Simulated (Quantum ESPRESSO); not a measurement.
How a calculation on YMg5 (Cm, 6 atoms in the cell) responds to its settings

```
YMg5
1.0
    6.26068    -1.62157     0.00000
    6.26068     1.62157     0.00000
   -1.88251     0.00000     7.35866
Y Mg
1 5
Direct
  0.38744   0.38744   0.27335
  0.00411   0.00411   0.99788
  0.66427   0.66427   0.33482
  0.05901   0.05901   0.61713
  0.33343   0.33343   0.66996
  0.71840   0.71840   0.94018
```

Base run A: PBEsol, SSSP 1.1.2 efficiency (PBE) pseudopotentials (Quantum ESPRESSO), self-consistent single point.

Its settings: ecutwfc = 40 Ry; ecutrho = 320 Ry; occupations = smearing; smearing = methfessel-paxton; degauss = 0.0036749 Ry; input_dft = pbesol; potentials = {Y: Y_pbe_v1.uspp.F.UPF, Mg: Mg.pbe-n-kjpaw_psl.0.3.0.UPF}; K_POINTS = automatic 6 6 3 0 0 0; conv_thr = 1e-11 Ry.

The starting cell comes from a database of computed structures (which also holds hypothetical and non-ambient phases and stackings), without a prior relaxation at this level.

ΔF is the free energy per atom less that of run A. 

Run A gave: pressure (GPa) -0.99; largest force (eV/Å) 0.084; TS (meV/atom) 0.1.

Runs:
- B: degauss = 0.000146997 Ry
- C: degauss = 0.000734986 Ry
- D: degauss = 0.0018375 Ry
- E: degauss = 0.0073499 Ry
- F: degauss = 0.011025 Ry
- G: degauss = 0.0147 Ry
- H: degauss = 0.02205 Ry
- I: degauss = 0.036749 Ry
- J: degauss = 0.058799 Ry

Q: What does run I change against A?

A: The free energy stays essentially unchanged (within 1 meV/atom), the pressure hardly changes (-0.99 to -0.96 GPa) and the largest force goes from 0.084 to 0.077 eV/Å.

Q: What does run H change against A?

A: The free energy stays essentially unchanged (within 1 meV/atom), the pressure hardly changes (-0.99 to -0.97 GPa) and the largest force goes from 0.084 to 0.079 eV/Å.

Q: What does run J change against A?

A: The free energy goes down by 2.7 meV/atom, the pressure stays near -0.91 GPa while the zz stress (positive for compression) goes from -1.25 to -0.90 GPa and the largest force goes from 0.084 to 0.077 eV/Å.

| run | ΔF (meV/atom) | pressure (GPa) | largest force (eV/Å) | TS (meV/atom) |
|---|---|---|---|---|
| A | 0.00 | -0.99 | 0.084 | 0.1 |
| B | 0.14 | -1.01 | 0.083 | 0.0 |
| C | 0.11 | -1.01 | 0.084 | 0.0 |
| D | 0.08 | -1.01 | 0.084 | 0.1 |
| E | -0.02 | -0.98 | 0.086 | -0.2 |
| F | 0.13 | -0.97 | 0.087 | -0.5 |
| G | 0.29 | -0.97 | 0.086 | -0.6 |
| H | 0.62 | -0.97 | 0.079 | -1.0 |
| I | 0.63 | -0.96 | 0.077 | 2.4 |
| J | -2.7 | -0.91 | 0.077 | 12.8 |
